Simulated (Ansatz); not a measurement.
System: C (model structure, started from the Si type, Cmcm, No. 63, 12 atoms in the cell). Method: PBEsol in Ansatz (PAW).

Settings: plane-wave cutoff 520 eV, 14×14×4 k mesh (along the axes of the cell as run), Fermi–Dirac smearing 0.01 eV, scalar-relativistic PAW data made under PBE.

Computed at the level's own relaxed cell.

```
C
1.0
    1.25101    -3.51126     0.00000
    1.25101     3.51126     0.00000
    0.00000     0.00000     8.32301
C
12
Direct
  0.75881   0.24119   0.44519
  0.24119   0.75881   0.55481
  0.24119   0.75881   0.94519
  0.75881   0.24119   0.05481
  0.43078   0.56922   0.65750
  0.56922   0.43078   0.34250
  0.56922   0.43078   0.15750
  0.43078   0.56922   0.84250
  0.97049   0.02951   0.40963
  0.02951   0.97049   0.59037
  0.02951   0.97049   0.90963
  0.97049   0.02951   0.09037
```

### Question
List the 34 lowest band energies at Γ above −25 eV (eV, relative to the valence band maximum), grouping those that round alike.

### Answer
At Γ: -21.41, -20.76, -17.94, -14.74, -14.15, -11.89, -11.58, -11.53, -10.88, -8.07, -7.16, -7.09, -6.36, -5.74, -5.01, -4.61, -3.43, -3.39, -3.09, -2.90, -2.71, -1.93, -1.09, -0.70, 2.80, 5.08, 5.67, 5.68, 6.06, 6.29, 7.35, 7.60, 7.78, 8.42.

Note: the relaxation could raise the start's symmetry but not lower it, so the cell can be a saddle point.

A model structure was made by putting elements into a prototype or built by hand; it is no filed structure, need not be a known phase, and can be a saddle point held by its symmetry.

Ansatz is an electronic-structure program.
